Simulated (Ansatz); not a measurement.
## C under load (space group P6_3/mmc): band-edge transport data

Consider the following.

```
CELL_PARAMETERS angstrom
      2.40127     0.00000     0.00000
     -1.20063     2.07956     0.00000
      0.00000     0.00000     4.00345
ATOMIC_POSITIONS crystal
  C  0.33333 0.66667 0.00076
  C  0.66667 0.33333 0.50076
  C  0.33333 0.66667 0.37424
  C  0.66667 0.33333 0.87424
```

All values below come from PBE, rigid bands (plane waves, PAW, scalar-relativistic; Ansatz, a program for electronic structure). Condition of this run: hydrostatic pressure of 66 GPa (compression positive) (the target of the relaxation). How the cell was made: cell and atoms relaxed with PBEsol, then loaded as said.

| Item | Result |
|---|---|
| band gap | 2.76 eV |
| electron conductivity mass (300 K, dilute) | 0.44 (x), 0.44 (y), 0.26 (z) mₑ |
| hole conductivity mass (300 K, dilute) | 0.45 (x), 0.45 (y), 0.64 (z) mₑ |
| effective density of states N_c (300 K) | 1.1e19 cm⁻³ |
| effective density of states N_v (300 K) | 1.9e19 cm⁻³ |
| density-of-states mass, electrons | 0.58 mₑ |
| density-of-states mass, holes | 0.83 mₑ |
| Seebeck coefficient, n-type 1e19 cm⁻³, 300 K | -233 μV/K |
| best n-type power factor at 300 K for τ = 10 fs (best axis; densities from 1e16 to 1e21 cm⁻³ tried, whether or not they can be reached) | 7.2 μW/(cm·K²) at 3e19 cm⁻³ |
| Seebeck coefficient, p-type 1e19 cm⁻³, 300 K | 270 μV/K |
| best p-type power factor at 300 K for τ = 10 fs (best axis; densities from 1e16 to 1e21 cm⁻³ tried, whether or not they can be reached) | 6.6 μW/(cm·K²) at 1e20 cm⁻³ |

Rigid bands; masses and Seebeck coefficients take one relaxation time τ for all states and one kind of carrier; polarons and phonon drag are left out. Spin-orbit coupling is left out. Geometry: cell and atoms relaxed with PBEsol.
